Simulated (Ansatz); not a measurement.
# Fermi-surface data of Mo₃Si under load (space group Pm-3n)

Here is the system:

```yaml
crystal:
  lattice:
    - [4.83233, 0.00000, 0.00000]
    - [0.00000, 4.83233, 0.00000]
    - [0.00000, 0.00000, 4.83233]
  atoms:
    - { symbol: Si, position: [0.50000, 0.50000, 0.50000] }
    - { symbol: Si, position: [0.00000, 0.00000, 0.00000] }
    - { symbol: Mo, position: [0.00000, 0.50000, 0.25000] }
    - { symbol: Mo, position: [0.00000, 0.50000, 0.75000] }
    - { symbol: Mo, position: [0.25000, 0.00000, 0.50000] }
    - { symbol: Mo, position: [0.75000, 0.00000, 0.50000] }
    - { symbol: Mo, position: [0.50000, 0.25000, 0.00000] }
    - { symbol: Mo, position: [0.50000, 0.75000, 0.00000] }
```

Calculation: PBEsol, rigid bands (plane waves, PAW, scalar-relativistic; Ansatz, a quantum-chemistry and plane-wave program). Condition of this run: hydrostatic pressure 5 GPa (the target of the relaxation). Cell: cell and atoms relaxed with PBEsol, then loaded as said.

The density of states at the Fermi level is 3.47 states/(eV·cell), both spins. The bare Sommerfeld coefficient is 1.02 mJ/(mol of atoms·K²). The drude plasma energy comes out as 5.8 eV and the root-mean-square Fermi velocity comes out as 6.5e5 m/s. The resistivity times τ comes out as 14.3 ×10⁻²² Ω·m·s.

A metal at this level (no band gap); rigid bands, thermally averaged at 300 K, both spins. Spin-orbit coupling is left out. τ is one relaxation time for all states.

Formula and space group known from diffraction (Crystallography Open Database), not checked to be the room-temperature form: Mo3Si under load (space group Pm-3n).
